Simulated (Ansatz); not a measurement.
Consider HgS in the zinc blende structure (space group F-43m, No. 216; a = 5.876 Å). Axes: x, y, z lie along the cube axes.

Now apply this change: biaxial strain +2.07 %, plane normal [001], relaxed out of plane (Cartesian); in-plane vectors clamped, the third vector and the atoms free.

Levels (all Ansatz, an electronic-structure program, PAW): PBEsol (420 eV, no SOC); HSE06+SOC (420 eV, spin-orbit coupling included).

The geometry is relaxed with PBEsol.

```
Quantity         Value
---------------  -----
PBEsol band gap   zero
```

Question: What does HSE06+SOC give at this geometry for the band gap and valence-band top at Γ?

Answer: The band gap goes from zero to 0.27 eV; the valence-band top at Γ (three highest Kramers pairs, from the VBM) is 0.00, -0.16, -0.18 eV.

Single points use the geometry relaxed with PBEsol. The hybrid gap comes from the SCF mesh plus the semilocal run's edge points and a few special points and is an upper bound. The spin-orbit shifts are approximate. Spin-orbit coupling, missing from the scalar runs, can matter with Hg. Whether these cells are dynamically stable was not tested. The runs without spin-orbit coupling are not spin-polarised. Gaps under 0.05 eV, about the width of the smearing, are given as zero. A zero or small gap of HgS can be the functional's error rather than a property of the material.
